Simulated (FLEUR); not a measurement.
Tetragonal strain at fixed volume: diamond-structure C (space group 227) (FLEUR, LDA)

```yaml
crystal:
  lattice:
    - [0.00000, 1.72261, 1.85854]
    - [1.72261, 0.00000, 1.85854]
    - [1.72261, 1.72261, 0.00000]
  atoms:
    - { symbol: C, position: [0.50000, 0.50000, 0.50000] }
    - { symbol: C, position: [0.75000, 0.75000, 0.75000] }
```

Method: LDA (Perdew-Zunger), all-electron FLAPW (FLEUR), scalar-relativistic valence in FLEUR. Settings: Kmax = 5.13 1/bohr; GmaxXC = 20.5 1/bohr; xcFunctional = pz; jspins = 1; l_soc = F; mode = hist; fermiSmearingEnergy = 0.00036749 Htr; mesh (inpgen div1-3) = 18 18 18; inpgen gamma flag = true; Gmax = 20.5 1/bohr; numbands = 0; maxIterBroyd = 15; imix = Anderson; alpha = 0.05; precondParam = 0; minDistance = 1e-05 me/bohr^3. The cell above is the first row's. The rows deform the cubic crystal at fixed volume: two cube axes by 1 + δ, the third by (1 + δ)⁻². E is the free energy at the stated smearing above the cubic cell, and y = E/δ². In all rows fractional positions and the k mesh are held.

```csv
δ (%),y (meV/atom per %²)
-2.5,?
-2.0,10.458
-1.5,10.293
-1.0,10.125
1.0,9.560
1.5,9.382
2.0,9.244
2.5,9.096
```

Fit y of the 7 rows that show it with a straight line. Means: δ 0.35714, y 9.7369. About the means, the sum of products is -5.9616 and the sum of squares of δ is 19.857; the slope is their ratio. Least squares gives y = 9.8441 - 0.30023·δ. Residuals (row less fit): 0.0134, -0.0014, -0.0193, 0.0161, -0.0118, 0.0004, 0.0025; standard error 0.0139 (degrees of freedom: 5). To second order E = 3(C11 - C12)·V·δ², so the intercept gives, with V = 5.515 Å^3/atom and δ in per cent, C11 - C12 = 9.8441 × 10⁴ × 0.160218 / (3 × 5.515) = 953 GPa. The slope measures the third-order term; a fourth-order term enters the intercept as a small bias.

Q: Estimate the missing y (δ = -2.5); what did the run itself give?

A: y = 9.8441 - 0.30023 × (-2.5) = 10.5947 meV/atom per %². The calculation gives 10.605 meV/atom per %², 0.0103 meV/atom per %² above the prediction (0.7 % of the range of y in the table). The row lies outside the fitted rows, so this is an extrapolation. From the scatter of the fitted rows alone, a prediction at this place has a standard error of 0.0173 meV/atom per %², so the miss is 0.6 times that.

Carrying the step between the two nearest rows on in a straight line would have given 10.623, off by 0.018; series whose last step already gives the withheld value aren't shown. The reference cell has the volume at which an earlier scan in this program and functional put its minimum by a fit (its basis settings may differ). The runs keep the symmetry of the cell, so they don't test it for distortions. Values depend on the basis (sphere radii, cutoffs, local orbitals), which need not be converged. Cutoffs and mesh are single choices, not tested for convergence of this quantity. Series with a scatter that would blur these digits, or in which a gap closes, are not shown. Strain series were run only where this level's volume lies within 10 % of a first guess from the measured size.
